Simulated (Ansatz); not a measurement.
**AlN: pressure series**

The parent structure is AlN in the rock salt structure (space group Fm-3m, No. 225; a model cell, its experimental status unchecked).

```
AlN
1.0
    0.00000     2.02261     2.02261
    2.02261     0.00000     2.02261
    2.02261     2.02261     0.00000
Al N
1 1
Direct
  0.00000   0.00000   0.00000
  0.50000   0.50000   0.50000
```

Cell and atoms are relaxed at each pressure.

Calculations: PBEsol (Ansatz, a first-principles code), spin-orbit coupling left out.

| P (GPa) | V (Å³/atom) |
|---|---|
| -2.00 | 8.339 |
| -1.00 | 8.306 |
| 0.29 | 8.265 |
| 0.69 | 8.253 |
| 1.49 | 8.228 |
| 3.00 | 8.183 |
| 5.00 | 8.124 |
| 7.50 | 8.054 |
| 10.00 | 7.986 |

A third-order Birch–Murnaghan fit to these points gives V₀ = 8.27 Å³/atom, B₀ = 263 GPa and B₀′ = 4.0. At pressure 10 GPa the volume is 96.5 % of V₀.

Between the base and pressure 10 GPa the gap moves from 4.55 eV to 4.89 eV, a mean slope of 34 meV/GPa.

Load acts through the strain it causes; cell and atoms are relaxed under it. Whether these cells are dynamically stable was not tested. No other phases were tried under pressure. The base started in P3_121 and relaxed to Fm-3m at this level. This is not the structure that AlN has at room temperature and ambient pressure.
